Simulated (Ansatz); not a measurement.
**A computed series for WSi2: response to strain**

Consider WSi2 (space group I4/mmm, No. 139; a = 3.2289 Å, c = 7.8697 Å; relaxed with 0.1 eV smearing).

Strains are applied to the cell and any free atomic positions relax.

Calculations: Kohn–Sham DFT with the PBE functional, run in Ansatz (a program for electronic structure) with PAW and 420 eV plane waves, spin-orbit coupling left out.

Notes on the quantities. energy relative to the base: free energy F; pressure: mean of the normal stresses, compression positive.

```
case                      energy relative to the base   pressure  volume per atom
------------------------  ---------------------------  ---------  ---------------
base                                       0 meV/atom    0.0 GPa         13.67 Å³
isotropic strain −3.00 %                          ___        ___         12.48 Å³
isotropic strain −2.50 %                 +57 meV/atom   19.6 GPa         12.67 Å³
isotropic strain −2.00 %                 +36 meV/atom   15.1 GPa         12.87 Å³
isotropic strain −1.00 %                +8.7 meV/atom    7.0 GPa         13.27 Å³
isotropic strain −0.50 %                +2.1 meV/atom    3.4 GPa         13.47 Å³
isotropic strain +0.50 %                +2.1 meV/atom   -3.2 GPa         13.88 Å³
isotropic strain +1.00 %                +8.1 meV/atom   -6.1 GPa         14.09 Å³
isotropic strain +1.50 %                 +18 meV/atom   -8.8 GPa         14.30 Å³
isotropic strain +3.00 %                 +68 meV/atom  -15.8 GPa         14.94 Å³
```

Q: Complete the table.

A: 
- isotropic strain −3.00 %, energy relative to the base: +84 meV/atom
- isotropic strain −3.00 %, pressure: 24.4 GPa

Stability against distortions was not tested. All final runs are without spin polarisation.
